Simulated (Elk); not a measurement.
**Worked example: self-consistent single point of YbSi (Cmcm, 4 atoms in the cell) in Elk**

Method: Elk with PBEsol, all-electron FP-LAPW, Elk's shipped species files, APW+lo basis with extra local orbitals.

The input file:

```
tasks
  0

xctype
  22

tforce
  .true.

rgkmax
  8.0

gmaxvr
  18.0

lmaxapw
  10

lmaxo
  8

nxlo
  2

lorbcnd
  .true.

lradstp
  2

nrmtscf
  2.0

rmtscf
  0.98

lmaxi
  4

stype
  0

swidth
  0.00367493

maxscl
  100

scale
  10.91162849

avec
    0.3931905453   -0.9194570110    0.0000000000
    0.3931905453    0.9194570110    0.0000000000
    0.0000000000    0.0000000000    0.6722991925

atoms
  2
  'Yb.in'
  2
  0.1382600000  0.8617400000  0.7500000000    0.0 0.0 0.0
  0.8617400000  0.1382600000  0.2500000000    0.0 0.0 0.0
  'Si.in'
  2
  0.4306500000  0.5693500000  0.7500000000    0.0 0.0 0.0
  0.5693500000  0.4306500000  0.2500000000    0.0 0.0 0.0

ngridk
  6 6 7
```

Output (repeated stretches shortened):

```
│ Elk code version 10.2.4 │

All units are atomic (Hartree, Bohr, etc.)

│ Ground-state run starting from atomic densities │

Lattice vectors :
   4.290349156      -10.03277332       0.000000000
   4.290349156       10.03277332       0.000000000
   0.000000000       0.000000000       7.335879023

Unit cell volume      :    631.5326283
Brillouin zone volume :   0.3927749768

Muffin-tin inner radius fraction :   0.1000000000E-01

Nuclei treated as point charges

Species :    1 (Yb)
 parameters loaded from : Yb.in
 name : ytterbium
 nuclear charge    :   -70.00000000
 electronic charge :    70.00000000
 atomic mass :    315432.6234
 muffin-tin radius :    2.744000000
 number of radial points in muffin-tin :   1399
 atomic positions (lattice), magnetic fields (Cartesian) :
   1 :   0.13826000  0.36174000  0.25000000    0.00000000  0.00000000  0.00000000
   2 :  -0.13826000 -0.36174000 -0.25000000    0.00000000  0.00000000  0.00000000

Species :    2 (Si)
 parameters loaded from : Si.in
 name : silicon
 nuclear charge    :   -14.00000000
 electronic charge :    14.00000000
 atomic mass :    51196.73454
 muffin-tin radius :    2.156000000
 number of radial points in muffin-tin :    799
 atomic positions (lattice), magnetic fields (Cartesian) :
   1 :   0.43065000  0.06935000  0.25000000    0.00000000  0.00000000  0.00000000
   2 :  -0.43065000 -0.06935000 -0.25000000    0.00000000  0.00000000  0.00000000

Total number of atoms per unit cell :    4

Spin treatment :
 spin-unpolarised

Number of Bravais lattice symmetries :    8
Number of crystal symmetries         :    8
Crystal has inversion symmetry
Real symmetric eigensolver will be used

k-point grid :      6     6     7
k-point offset :    0.000000000       0.000000000       0.000000000
k-point set is reduced with full crystal symmetry group
Total number of k-points :       52

Muffin-tin radius times maximum |G+k| :    8.000000000
 using average radius
   [... lines left out ...]
Maximum |G| for potential and density :    18.00000000
 potential will be trimmed for |G| > 2 gkmax
Constant for pseudocharge density :   12
Radial integration step length :    2

G-vector grid sizes :     63    63    45
Number of G-vectors :    62199

Maximum angular momentum used for
 APW functions                      :   10
 outer part of muffin-tin           :    8
 inner part of muffin-tin           :    4

Total nuclear charge    :   -168.0000000
Total core charge       :    112.0000000
Total valence charge    :    56.00000000
Total excess charge     :    0.000000000
Total electronic charge :    168.0000000

Effective Wigner radius, rₛ :   0.9645675208

Number of empty states         :   16
Total number of valence states :   44
Total number of core states    :  112

Conduction state local-orbitals added automatically
Total number of local-orbitals :  450

Exchange-correlation functional :     22     0     0
 PBEsol, Phys. Rev. Lett. 100, 136406 (2008)
 gradient requirement :    1
 generalised gradient approximation (GGA)

Smearing type :    0
 Gaussian
Smearing width :   0.3674930000E-02
Effective electronic temperature (K) :    1160.451112

Mixing type :    3
 Broyden mixing, J. Phys. A: Math. Gen. 17, L317 (1984)

Kohn-Sham potential initialised from atomic data
│ Self-consistent loop started │
│ Loop number : 1 │
 total energy                :     -28212.0771065
│ Loop number : 2 │
 total energy                :     -28351.9797030
RMS change in Kohn-Sham potential (target) :    1.463356929     (  0.1000000000E-05)
Absolute change in total energy (target)   :    139.9025965     (  0.1000000000E-03)
│ Loop number : 3 │
 total energy                :     -28526.0639065
RMS change in Kohn-Sham potential (target) :   0.7950213666     (  0.1000000000E-05)
Absolute change in total energy (target)   :    209.0598526     (  0.1000000000E-03)
│ Loop number : 4 │
 total energy                :     -28579.2172380
RMS change in Kohn-Sham potential (target) :   0.5774035078     (  0.1000000000E-05)
Absolute change in total energy (target)   :    105.4182947     (  0.1000000000E-03)
│ Loop number : 5 │
 total energy                :     -28627.5308764
RMS change in Kohn-Sham potential (target) :   0.3613344820     (  0.1000000000E-05)
Absolute change in total energy (target)   :    74.66821199     (  0.1000000000E-03)
   [... lines left out ...]
Absolute change in total energy (target)   :   0.1084228257E-02 (  0.1000000000E-03)
│ Loop number : 18 │
 total energy                :     -28722.2866566
RMS change in Kohn-Sham potential (target) :   0.1941675499E-05 (  0.1000000000E-05)
Absolute change in total energy (target)   :   0.3099831916E-02 (  0.1000000000E-03)
│ Loop number : 19 │
 total energy                :     -28722.2858811
RMS change in Kohn-Sham potential (target) :   0.9965542127E-06 (  0.1000000000E-05)
Absolute change in total energy (target)   :   0.1550533481E-02 (  0.1000000000E-03)
│ Loop number : 20 │
 total energy                :     -28722.2860099
RMS change in Kohn-Sham potential (target) :   0.4465041981E-06 (  0.1000000000E-05)
Absolute change in total energy (target)   :   0.2588001698E-03 (  0.1000000000E-03)
│ Loop number : 21 │
 total energy                :     -28722.2860781
RMS change in Kohn-Sham potential (target) :   0.1149481770E-06 (  0.1000000000E-05)
Absolute change in total energy (target)   :   0.3549863322E-05 (  0.1000000000E-03)
Convergence targets achieved

│ Loop number : 22 │

Energies :
 Fermi                       :     0.248859320256
 sum of eigenvalues          :     -17521.7162928
 electron kinetic            :      31845.0594613
 core electron kinetic       :      30944.0641660
 Coulomb                     :     -59946.1350707
 Coulomb potential           :     -48549.3393900
 nuclear-nuclear             :     -2003.39615495
 electron-nuclear            :     -67336.1384416
 Hartree                     :      9393.39952580
 Madelung                    :     -35671.4653757
 xc potential                :     -817.436364125
 exchange                    :     -610.618553735
 correlation                 :     -10.5919411609
 total energy                :     -28722.2861043

Density of states at Fermi energy :    94.32499588
 (states/Hartree/unit cell)

Estimated indirect band gap :   0.5849041283E-03
 from k-point     37 to k-point     38
Estimated direct band gap   :   0.7443253746E-02
 at k-point     38

Charges :
 core                        :    112.0000000
 valence                     :    56.00000000
 interstitial                :    7.341814608
 muffin-tins (core leakage)
  species :    1 (Yb)
   atom    1                 :    68.24107037     (  0.1648795326E-05)
   atom    2                 :    68.24107037     (  0.1648795326E-05)
  species :    2 (Si)
   atom    1                 :    12.08802232     (  0.1686768714E-02)
   atom    2                 :    12.08802232     (  0.1686768714E-02)
 total in muffin-tins        :    160.6581854
 total calculated charge     :    167.9965540
 total charge                :    168.0000000
 error                       :   0.3445986780E-02

│ Self-consistent loop stopped │

Forces :
 species :    1 (Yb)
  atom :    1
   Hellmann-Feynman          :     0.00000000   -0.20554316    0.00000000
   IBS                       :     0.00000000    0.20488870   -0.00000000
   total force               :     0.00000000   -0.00065446    0.00000000
   total magnitude           :     0.00065446
  atom :    2
   Hellmann-Feynman          :     0.00000000    0.20554316    0.00000000
   IBS                       :    -0.00000000   -0.20488870    0.00000000
   total force               :     0.00000000    0.00065446    0.00000000
   total magnitude           :     0.00065446
 species :    2 (Si)
  atom :    1
   Hellmann-Feynman          :    -0.00000000    0.19741353    0.00000000
   IBS                       :     0.00000000   -0.19141139   -0.00000000
   total force               :     0.00000000    0.00600214    0.00000000
   total magnitude           :     0.00600214
  atom :    2
   Hellmann-Feynman          :     0.00000000   -0.19741353   -0.00000000
   IBS                       :     0.00000000    0.19141139    0.00000000
   total force               :     0.00000000   -0.00600214    0.00000000
   total magnitude           :     0.00600214
```

The run converged in 22 iterations. The count includes the last loop, which Elk runs after its targets are met.

The starting cell comes from a database of computed structures (which also holds hypothetical and non-ambient phases and stackings), without a prior relaxation at this level. Spin-orbit coupling is off. Spin polarisation is off. Values depend on the basis (sphere radii, cutoffs, local orbitals), which need not be converged. The log's line on a gap gives a spacing of levels on this mesh, which the program prints for metals too.

Cost on one core of a shared machine: roughly 8 min.
